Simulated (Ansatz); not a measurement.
Consider MgTe in the wurtzite structure (space group P6_3mc, No. 186; a = 4.561 Å, c = 7.412 Å). Axes: x lies along a and z along c of the hexagonal cell.

All numbers come from DFT with PBEsol, PAW potentials and a 420 eV plane-wave cutoff in Ansatz (a program for electronic structure), scalar-relativistic without spin-orbit coupling.

For the base:

```
Quantity                               Value
---------------------  ---------------------
Valence-band top at Γ  0.00, -0.02, -0.02 eV
Volume per atom                     33.39 Å³
Band gap                             2.39 eV
```

It is then changed as follows: biaxial strain −3.00 %, plane normal [001], relaxed out of plane (Cartesian); in-plane vectors clamped, the third vector and the atoms free.

Problem. How does this affect the valence-band top at Γ?

Solution. The valence-band top at Γ (three highest levels, from the VBM) becomes 0.00, 0.00, -0.38 eV (base: 0.00, -0.02, -0.02 eV).

Problem. Predict the new volume per atom.

Solution. The volume per atom drops by 1.12 Å³ (33.39 Å³ → 32.27 Å³).

Problem. What does the calculation give for the band gap after the change?

Solution. The band gap drops by 0.054 eV (2.39 eV → 2.33 eV).

With Te present, leaving out spin-orbit coupling can change the band edges. Gaps are Kohn–Sham eigenvalue differences; semilocal functionals usually give less than the measured gap. No phonon test of stability was made.
